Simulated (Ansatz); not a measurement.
Base system: CdTe in the zinc blende structure (space group F-43m, No. 216; a = 6.489 Å). Axes: x, y, z lie along the cube axes.

Computed with plane-wave PAW DFT at the PBEsol level (Ansatz, an electronic-structure program, 420 eV), scalar-relativistic without spin-orbit coupling.

Base values:

```
Quantity                         Result
-----------------------------  --------
Shortest interatomic distance   2.810 Å
Pressure                       0.01 GPa
```

Now apply this change: biaxial strain +2.08 %, plane normal [111], relaxed out of plane (Cartesian); in-plane vectors clamped, the third vector and the atoms free.

Predict the new shortest interatomic distance, ratio −ε⊥/ε∥, energy relative to the base and pressure.

The shortest interatomic distance grows by 0.007 Å, from 2.810 Å to 2.817 Å; the ratio −ε⊥/ε∥ is 0.80; the energy grows by 6.5 meV/atom; the pressure (mean of the normal stresses, compression positive) decreases by 0.97 GPa (0.01 GPa → -0.96 GPa).

Whether these cells are dynamically stable was not tested.
